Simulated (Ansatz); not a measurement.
Base system: TiB2 (space group P6/mmm, No. 191).

```xyz
3
Lattice="3.0320 0.0000 0.0000 -1.5160 2.6258 0.0000 0.0000 0.0000 3.2243" Properties=species:S:1:pos:R:3 pbc="T T T"
Ti     0.0000     0.0000     0.0000
B      0.0000     1.7505     1.6122
B      1.5160     0.8753     1.6122
```

Level of theory: PBE (Ansatz, a quantum-chemistry and plane-wave program, PAW, no spin-orbit coupling).

One change was made to it. Results:

The lattice parameter a drops by 0.086 Å, from 3.032 Å to 2.946 Å; the c/a ratio decreases by 0.013 (1.063 → 1.050).

**Question.** Name the change that was made.
(A) pressure 9 GPa
(B) pressure 60 GPa
(C) pressure 30 GPa

**Answer.** C, pressure 30 GPa. For comparison, the lattice parameter a in the other runs: pressure 9 GPa gives 3.003 Å; pressure 60 GPa gives 2.883 Å.

Load acts through the strain it causes; cell and atoms are relaxed under it. No phonon test of stability was made. Competing high-pressure phases were not computed. The final runs are not spin-polarised.
